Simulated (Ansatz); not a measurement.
Base system: GaN in the zinc blende structure (space group F-43m, No. 216; a = 4.4982 Å). Axes: x, y, z lie along the cube axes.

The values are results of plane-wave PAW DFT at the r2SCAN level (Ansatz, a quantum-chemistry and plane-wave program, 500 eV), no spin-orbit coupling, earlier PAW set, not measurements.

Before the change:

- Valence-band top at Γ = 0.00, 0.00, 0.00 eV
- Band gap = 2.17 eV
- Electron mass = 0.17 mₑ (at Γ)

It is then changed as follows: uniaxial stress, 0.5 GPa tension along x; all other stress components relax to zero.

Question: Estimate the effect on the valence-band top at Γ.

Answer: The valence-band top at Γ (three highest levels, from the VBM) becomes 0.00, 0.00, -0.02 eV (base: 0.00, 0.00, 0.00 eV).

Question: How does this affect the strain response?

Answer: The strain response (xx, yy, zz) amounts to (+0.28, −0.10, −0.10) %.

Question: How does this affect the band gap?

Answer: The band gap falls by 0.01 eV (2.17 eV → 2.16 eV).

Question: How does this affect the electron mass?

Answer: The electron mass remains 0.17 mₑ (at Γ).

Masses are band curvatures over ±0.01 Å⁻¹ around the edge. Beyond what the load breaks, stability against distortions was not tested. This is not the structure that GaN has at room temperature and ambient pressure.
